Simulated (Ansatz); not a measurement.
## HgSe: x(Cd) = 0.75, 8 atoms, R3m

Base system: HgSe in the zinc blende structure (space group F-43m, No. 216; a = 6.260 Å).

The other end (x = 1) is CdSe in the zinc blende structure (space group F-43m, No. 216): 29.74 Å³/atom, gap 0.49 eV.

It is then changed as follows: Cd replaces 75.0 % of the Hg, ordered in a cell of 8 atoms (starting symmetry R3m) and fully relaxed.

The values are results of DFT with PBE, PAW potentials and a 420 eV plane-wave cutoff in Ansatz (an electronic-structure program), no spin-orbit coupling, not measurements. Settings: 9×9×9 k-points, 0.05 eV Fermi–Dirac smearing, for the changed cell.

The volume per atom shrinks by 0.70 Å³ to 29.96 Å³ and the density decreases by 1.66 g/cm³ (7.57 g/cm³ → 5.91 g/cm³). The shortest interatomic distance shrinks by 0.026 Å to 2.685 Å and the band gap is still zero. The mixing energy is 0.00 eV/atom (to 0.01 eV only: unlike meshes or grids) and the deviation of the volume from the linear (Vegard-type) interpolation comes out as 0.0 %. The mean first-shell distances is Hg–Se 2.702 Å (end compound 2.711 Å), Cd–Se 2.686 Å (end compound 2.683 Å).

Cost of the whole job for the changed cell (relaxation, final SCF and bands): about 16 core-minutes (a rough figure).

Each cell is one ordered arrangement of few atoms, which overstates ordering effects compared with a random alloy. With Hg present, leaving out spin-orbit coupling can change the band edges. Stability against distortions was not tested. All final runs are without spin polarisation. A zero or small gap of Cd3HgSe4 and HgSe can be the functional's error rather than a property of the material.
